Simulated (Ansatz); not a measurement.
# PBE against r2SCAN: LiNbO3, pressure 15 GPa

Consider LiNbO3 (space group R3c, No. 161; a = 5.190 Å, c = 14.016 Å (hexagonal axes)).

(Cell as relaxed with PBE.)

Levels (all Ansatz, a program for electronic structure, PAW, earlier PAW set): PBE (420 eV, without spin-orbit coupling); r2SCAN (500 eV, scalar-relativistic without spin-orbit coupling).

Each level relaxes its own structure.

```csv
base,PBE,r2SCAN
volume per atom,10.90 Å³,10.58 Å³
lattice parameter a,5.190 Å,5.137 Å
```

Perturbation: cell and atoms relaxed at a pressure of 15 GPa.

| quantity | PBE | r2SCAN |
|---|---|---|
| shortest interatomic distance | 1.874 Å | 1.867 Å |
| c/a ratio | 2.719 | 2.721 |

PBE's shortest interatomic distance lies 0.007 Å above r2SCAN's (0.4 %); PBE's c/a ratio lies 0.002 below r2SCAN's. Neither level is exact; r2SCAN is the comparison here, not a measurement.

Load acts through the strain it causes; cell and atoms are relaxed under it. Whether these cells are dynamically stable was not tested. No other phases were tried under pressure.
